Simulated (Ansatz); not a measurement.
KFe2Se2, pressure series

The parent structure is KFe2Se2 (space group I4/mmm, No. 139; a = 3.676 Å, c = 14.643 Å; ferromagnetic; a cell from a computed database, its experimental status unchecked).

Cell and atoms are relaxed at each pressure.

The values are results of DFT with PBEsol, PAW potentials and a 420 eV plane-wave cutoff in Ansatz (an electronic-structure program), no spin-orbit coupling, not measurements.

```csv
case,lattice parameter a,c/a ratio
base,3.676 Å,3.983
pressure 0.3 GPa,3.671 Å,3.977
pressure 0.7 GPa,3.664 Å,3.967
pressure 1.5 GPa,3.651 Å,3.949
pressure 3 GPa,___,___
pressure 5 GPa,3.604 Å,3.881
```

Fill in the withheld entries from the trend.


- pressure 3 GPa, lattice parameter a: 3.629 Å
- pressure 3 GPa, c/a ratio: 3.919

Other magnetic orders, which the real material may have, were not ruled out. Load acts through the strain it causes; cell and atoms are relaxed under it. No phonon test of stability was made. Competing high-pressure phases were not computed.
